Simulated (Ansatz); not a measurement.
Effect of biaxial strain +1.67 %, plane normal [111], relaxed out of plane on BAs

Consider BAs in the zinc blende structure (space group F-43m, No. 216; a = 4.7322 Å). Axes: x, y, z lie along the cube axes.

One thing is altered: biaxial strain +1.67 %, plane normal [111], relaxed out of plane (Cartesian); in-plane vectors clamped, the third vector and the atoms free.

Calculations: LDA (Ansatz, a program for electronic structure; PAW; 420 eV plane waves; spin-orbit coupling left out). Settings: 12×12×12 k-points, 0.05 eV Fermi–Dirac smearing.

```csv
quantity,base,changed,shift
volume per atom,13.25 Å³,13.64 Å³,+0.39 Å³
space group,F-43m (No. 216),R3m (No. 160),–
energy relative to the base (free energy F),0 meV/atom,+8.6 meV/atom,+8.6 meV/atom
"pressure (mean of the normal stresses, compression positive)",0.00 GPa,-4.01 GPa,-4.01 GPa
band gap,1.11 eV,1.02 eV,-0.09 eV
gap character,–,"indirect, Γ → F–Γ (18 % along)",–
smallest direct gap,3.29 eV,3.05 eV,-0.24 eV
hole mass,–,"0.12 mₑ out of plane, 0.48 mₑ in plane (at Γ)",–
"valence-band top at Γ (three highest levels, from the VBM)","0.00, 0.00, 0.00 eV","0.00, -0.15, -0.15 eV",–
"valley order (the lowest conduction-band minima on the path, energy above the VBM, named in the base's zone)","a point along ⟨100⟩, about 1.1 Å⁻¹ from Γ 1.11 eV","a point along [001], about 1.1 Å⁻¹ from Γ 1.02 eV; L along [111] 2.30 eV",–
out-of-plane strain,–,-0.39 %,–
ratio −ε⊥/ε∥,–,0.23,–
```

Effective masses come from finite differences of ±0.01 Å⁻¹. Whether these cells are dynamically stable was not tested. Labels are those of the standard path for the cell's own space group.
